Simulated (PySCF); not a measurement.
PySCF 2.14.0, PBE/def2-svp, df: Bi(Cl)3 ([Cl][Bi]([Cl])[Cl]), 4 atoms. The geometry is a generated start, not checked to be a minimum at this level.

```
Item                                                      Result
-------------------------------  -------------------------------
task                                         energy and gradient
method                                                       pbe
basis                                                   def2-svp
two-electron scheme                              density fitting
mol.max_memory                                           7000 MB
mf.init_guess                                    minao (default)
mf.DIIS                                          CDIIS (default)
mf.diis_space                                        8 (default)
mf.conv_tol                                      1e-09 (default)
effective core potentials        those of the basis set, past Kr
basis functions (reference run)                               80
grid points (reference run)                               388272
```

```xyz
4

Bi     0.0081     0.0038     0.9892
Cl    -1.8243    -1.0268    -0.3188
Cl     0.0209     2.0898    -0.3311
Cl     1.7953    -1.0668    -0.3394
```
Charge 0, spin multiplicity 1.

Differences are taken against the run with mf.grids.level = 8, mf.grids.prune = nwchem_prune (default); no run here is proven converged. One run each, on a shared machine, so no times are given.

Settings tried, all else as in the reference:
- mf.grids.level = 5
- mf.grids.level = 3 (default), no pruning
- mf.grids.level = 3 (default), mf.grids.atom_grid = 75×302
- mf.grids.level = 3 (default), mf.grids.prune = treutler_prune
- mf.grids.level = 3 (default), mf.grids.atom_grid = 35×110
- mf.grids.level = 2
- mf.grids.level = 0
- mf.grids.level = 4
- mf.grids.level = 3 (default), mf.grids.atom_grid = 99×590
- mf.grids.level = 1
- mf.grids.level = 3 (default), mf.grids.atom_grid = 50×194
- mf.grids.level = 3 (default)
- mf.grids.level = 6

Problem. Sort the settings: which keep to the reference within 10 meV/atom in energy, 100 meV/Å in forces (largest component), and which don't?

Solution. Within it: mf.grids.level = 5; mf.grids.level = 6; mf.grids.level = 4; mf.grids.level = 3 (default), mf.grids.atom_grid = 99×590; mf.grids.level = 3 (default), no pruning; mf.grids.level = 3 (default), mf.grids.prune = treutler_prune; mf.grids.level = 3 (default); mf.grids.level = 2; mf.grids.level = 3 (default), mf.grids.atom_grid = 75×302; mf.grids.level = 3 (default), mf.grids.atom_grid = 50×194; mf.grids.level = 1. Outside: mf.grids.level = 3 (default), mf.grids.atom_grid = 35×110; mf.grids.level = 0.

```json
[
 {"setting": "the reference", "grid points": "388272", "energy against the reference": "—", "difference in forces (largest component)": "—"},
 {"setting": "mf.grids.level = 5", "grid points": "179096", "energy against the reference": "+0.0070 meV/atom", "difference in forces (largest component)": "0.28 meV/Å"},
 {"setting": "mf.grids.level = 6", "grid points": "256032", "energy against the reference": "−0.0071 meV/atom", "difference in forces (largest component)": "0.34 meV/Å"},
 {"setting": "mf.grids.level = 4", "grid points": "119984", "energy against the reference": "+0.017 meV/atom", "difference in forces (largest component)": "2.5 meV/Å"},
 {"setting": "mf.grids.level = 3 (default), mf.grids.atom_grid = 99×590", "grid points": "119016", "energy against the reference": "+0.018 meV/atom", "difference in forces (largest component)": "2.5 meV/Å"},
 {"setting": "mf.grids.level = 3 (default), no pruning", "grid points": "147560", "energy against the reference": "+0.034 meV/atom", "difference in forces (largest component)": "6.4 meV/Å"},
 {"setting": "mf.grids.level = 3 (default), mf.grids.prune = treutler_prune", "grid points": "78288", "energy against the reference": "+0.034 meV/atom", "difference in forces (largest component)": "6.4 meV/Å"},
 {"setting": "mf.grids.level = 3 (default)", "grid points": "80088", "energy against the reference": "+0.037 meV/atom", "difference in forces (largest component)": "6.4 meV/Å"},
 {"setting": "mf.grids.level = 2", "grid points": "50432", "energy against the reference": "−0.036 meV/atom", "difference in forces (largest component)": "29 meV/Å"},
 {"setting": "mf.grids.level = 3 (default), mf.grids.atom_grid = 75×302", "grid points": "54384", "energy against the reference": "−0.045 meV/atom", "difference in forces (largest component)": "30 meV/Å"},
 {"setting": "mf.grids.level = 3 (default), mf.grids.atom_grid = 50×194", "grid points": "25264", "energy against the reference": "+0.80 meV/atom", "difference in forces (largest component)": "73 meV/Å"},
 {"setting": "mf.grids.level = 1", "grid points": "27704", "energy against the reference": "+1.1 meV/atom", "difference in forces (largest component)": "74 meV/Å"},
 {"setting": "mf.grids.level = 3 (default), mf.grids.atom_grid = 35×110", "grid points": "11392", "energy against the reference": "+9.9 meV/atom", "difference in forces (largest component)": "180 meV/Å"},
 {"setting": "mf.grids.level = 0", "grid points": "8120", "energy against the reference": "+1200 meV/atom", "difference in forces (largest component)": "380 meV/Å"}
]
```

Total energies are compared; such shifts often cancel in part in energy differences. The gradients leave out the derivatives of the grid weights. The tolerance is a choice made for this comparison.
